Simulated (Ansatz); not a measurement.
Take MgS in the rock salt structure (space group Fm-3m, No. 225; a = 5.1820 Å) as the base. Axes: x, y, z lie along the cube axes.

Levels (all Ansatz, a first-principles code, PAW): PBEsol (420 eV, without spin-orbit coupling); HSE06 (420 eV, without spin-orbit coupling).

Its gap is 2.73 eV with PBEsol and 3.83 eV with HSE06.

Perturbation: uniaxial stress, 3 GPa tension along x, with the cell and atoms free to relax against it.

With PBEsol the gap becomes 2.57 eV.

Problem. If the HSE06 correction stayed the same, what would the HSE06 gap be, and what does the HSE06 run give?

Solution. A rigid correction of +1.10 eV gives 3.67 eV. The HSE06 run gives 3.66 eV, so the two effects roughly add.

Single points use the geometry relaxed with PBEsol. HSE06 was sampled on its mesh, a few special points and the semilocal edge points, so its gap is an upper bound. Load acts through the strain it causes; cell and atoms are relaxed under it. Stability under load was not tested beyond the relaxation.
